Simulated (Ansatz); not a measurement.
Cu (P6₃/mmc, No. 194, 4 atoms in the cell; start mp-989695; another form than the element's usual one), treated with LDA (Ansatz, a quantum-chemistry and plane-wave program, plane waves, PAW).

Run with plane-wave cutoff 520 eV, 24×24×8 k mesh (along the axes of the cell as run), Fermi–Dirac smearing 0.05 eV, no spin polarisation, scalar-relativistic PAW data made under PBE.

Cell (relaxed at this level):

```yaml
crystal:
  lattice:
    - [2.48712, 0.00000, 0.00000]
    - [-1.24356, 2.15391, 0.00000]
    - [0.00000, 0.00000, 8.13158]
  atoms:
    - { symbol: Cu, position: [0.00000, 0.00000, 0.00000] }
    - { symbol: Cu, position: [0.00000, 0.00000, 0.50000] }
    - { symbol: Cu, position: [0.33333, 0.66667, 0.25000] }
    - { symbol: Cu, position: [0.66667, 0.33333, 0.75000] }
```

### Question
What does this level give for the bulk modulus?

### Answer

bulk modulus: 189 GPa

Note: the run has no spin polarisation, so it can have missed a magnetic state; the bulk modulus is −V dP/dV from two relaxed cells at ±2 % in volume; the relaxation could not lower the start's symmetry, so the cell can be a saddle point above a distorted one.

Computing time: around 2.3 core-minutes (rough).

A start named mp-… is a Materials Project structure, which need not be a measured phase.
